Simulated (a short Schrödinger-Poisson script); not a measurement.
MOS inversion layer, SiO2 on p-type InP

Structure: MOS inversion layer, SiO2 on p-type InP, at 300 K.

| layer | material | thickness (nm) | Na (cm⁻³) |
|---|---|---|---|
| 1 | SiO2 | 1.2 | - |
| 2 | InP | 770 | 3.8e17 |

Constants are typed, rounded textbook-type inputs, not results; the design itself was drawn at random and stands for no fabricated device. SiO2: permittivity 3.9, conduction-band edge (eV) 3.48, gap (eV) 9, electron mass (mₑ) 0.5. InP: permittivity 12.5, conduction-band edge (eV) 0, gap (eV) 1.344, Nv at 300 K (cm⁻³) 1.1e19.

Channel valleys (confinement mass, in-plane density-of-states mass, number): Γ 0.08, 0.08, 1. At the gate the conduction-band edge of layer 1 lies 3.8 eV − eVg above the Fermi level of the channel; the field vanishes at the back. Gaps are held at their typed values at every temperature. Mesh 0.03 nm at interfaces.

Solved with a short Schrödinger-Poisson script written for these runs: 1D Poisson equation in equilibrium, electrons quantum, Hartree (BenDaniel-Duke, 12 states a valley, the channel's in-plane mass for all, wave functions free to enter the dielectric), parabolic valleys, classical holes, full ionisation, no traps, pinning or gate leakage.

| Vg (V) | electrons (cm⁻²) | C (μF/cm²) | Γ E0 (meV) | Γ E1 (meV) |
|---|---|---|---|---|
| 0.35 | 2.72e7 | 0.163 | 268.1 | 407.7 |
| 0.45 | 8.86e8 | 0.162 | 178.0 | 321.9 |
| 0.55 | 2.69e10 | 0.279 | 89.3 | 237.5 |
| 0.65 | 3.24e11 | 0.935 | 20.5 | 173.5 |
| 0.75 | 1.01e12 | 1.30 | -20.4 | 138.6 |
| 0.85 | 1.84e12 | 1.43 | -51.6 | 113.7 |
| 0.95 | 2.74e12 | 1.48 | -80.0 | 91.6 |
| 1.05 | 3.66e12 | 1.52 | -107.4 | 70.7 |
| 1.15 | 4.60e12 | 1.56 | -134.1 | 50.7 |

Gate voltages with under 1e6 electrons/cm² are left out.

Subbands count from the Fermi level.

Above a few 1e12 electrons/cm² a light Γ valley is non-parabolic and upper valleys begin to fill, which the model leaves out.
